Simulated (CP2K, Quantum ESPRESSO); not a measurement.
A CP2K input for a self-consistent single point of GaN (F-43m, 2 atoms in the cell) (DFT PBE, GPW, DZVP-MOLOPT-SR-GTH basis, GTH-PBE potentials (GTH_POTENTIALS)):

```
&GLOBAL
  PROJECT calc
  RUN_TYPE ENERGY_FORCE
  PRINT_LEVEL MEDIUM
&END GLOBAL
&FORCE_EVAL
  METHOD Quickstep
  STRESS_TENSOR ANALYTICAL
  &DFT
    BASIS_SET_FILE_NAME BASIS_MOLOPT
    POTENTIAL_FILE_NAME GTH_POTENTIALS
    &QS
      METHOD GPW
      EPS_DEFAULT 1E-10
    &END QS
    &MGRID
      CUTOFF 600
      REL_CUTOFF 50
      NGRIDS 5
    &END MGRID
    &SCF
      SCF_GUESS ATOMIC
      EPS_SCF 1E-6
      MAX_SCF 100
      ADDED_MOS 4
      &DIAGONALIZATION
        ALGORITHM STANDARD
      &END DIAGONALIZATION
      &MIXING
        METHOD BROYDEN_MIXING
        ALPHA 0.4
        NBUFFER 8
        BETA 1
      &END MIXING
      &SMEAR ON
        METHOD FERMI_DIRAC
        ELECTRONIC_TEMPERATURE [K] 116.05
      &END SMEAR
    &END SCF
    &KPOINTS
      SCHEME MONKHORST-PACK 13 13 13
    &END KPOINTS
    &XC
      &XC_FUNCTIONAL PBE
      &END XC_FUNCTIONAL
    &END XC
    &PRINT
      &MO
        EIGENVALUES T
        OCCUPATION_NUMBERS T
        NDIGITS 8
        FILENAME mo
        &EACH
          QS_SCF 0
        &END EACH
        ADD_LAST NUMERIC
      &END MO
      &MULLIKEN ON
      &END MULLIKEN
    &END PRINT
  &END DFT
  &SUBSYS
    &CELL
      ABC 3.13220000 3.13220020 3.13220026
      ALPHA_BETA_GAMMA 60.00000814 60.00000275 60.00000211
      PERIODIC XYZ
    &END CELL
    &COORD
      Ga       0.00000000     0.00000000     0.00000000
      N        1.56610000     0.90418825     0.63935775
    &END COORD
    &KIND Ga
      BASIS_SET DZVP-MOLOPT-SR-GTH-q13
      POTENTIAL GTH-PBE-q13
    &END KIND
    &KIND N
      BASIS_SET DZVP-MOLOPT-SR-GTH-q5
      POTENTIAL GTH-PBE-q5
    &END KIND
  &END SUBSYS
  &PRINT
    &FORCES ON
    &END FORCES
    &STRESS_TENSOR ON
    &END STRESS_TENSOR
  &END PRINT
&END FORCE_EVAL
```

Task: Translate this input to Quantum ESPRESSO.

Result: This is the input that was run; spellings and numerical settings could be chosen otherwise.

```fortran
&control
    calculation = 'scf'
    prefix = 'gan'
    outdir = './work'
    pseudo_dir = './'
    tprnfor = .true.
    tstress = .true.
/
&system
    ibrav = 2
    celldm(1) = 8.37073084
    nat = 2
    ntyp = 2
    ecutwfc = 85
    occupations = 'smearing'
    smearing = 'fermi-dirac'
    degauss = 0.000734986
/
&electrons
    conv_thr = 1.0e-11
/
ATOMIC_SPECIES
Ga    69.7230  Ga.upf
N     14.0070  N.upf
ATOMIC_POSITIONS crystal
Ga    0.00000000    0.00000000    0.00000000
N     0.25000000    0.25000000    0.25000000
K_POINTS automatic
13 13 13  0 0 0
```

Basis, cutoffs, solver keys and any potentials are the target program's own. This input uses DFT, PBE, plane waves, PseudoDojo standard norm-conserving (PBE) pseudopotentials. Both were run: pressure 19.13 GPa in CP2K and 16.52 in Quantum ESPRESSO; gap on the mesh 2.051 eV in CP2K and 2.099 in Quantum ESPRESSO.

On CP2K: the starting cell has typed, rounded lattice constants, without a prior relaxation at this level. For this run, on top of that: lattice scaled by 0.98. Values carry the incompleteness of an atom-centred basis. With a pressure of about 19 GPa the cell is away from its equilibrium volume at this level.

On Quantum ESPRESSO: the starting cell has typed, rounded lattice constants, without a prior relaxation at this level. For this run, on top of that: lattice scaled by 0.98. With a pressure of about 17 GPa the cell is away from its equilibrium volume at this level.
